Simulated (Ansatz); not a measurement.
Take HgS in the zinc blende structure (space group F-43m, No. 216; a = 5.992 Å) as the base.

Level of theory: DFT with PBE, PAW potentials and a 420 eV plane-wave cutoff in Ansatz (a program for electronic structure), without spin-orbit coupling.

For the base:

| Quantity | Value |
|---|---|
| Pressure | 0.0 GPa |
| Band gap | zero |

The change: every lattice vector is shortened by 1.50 %; the atoms relax in the strained cell.

Task: Estimate the effect on the energy relative to the base.

Result: The energy increases by 9.1 meV/atom.

Task: What happens to the pressure?

Result: The pressure goes from zero to 2.6 GPa.

Task: What does the calculation give for the band gap after the change?

Result: The band gap stays zero.

Spin-orbit coupling, missing from the scalar runs, can matter with Hg. Whether these cells are dynamically stable was not tested. All final runs are without spin polarisation. The zero or small gap of HgS can change with the level of theory.
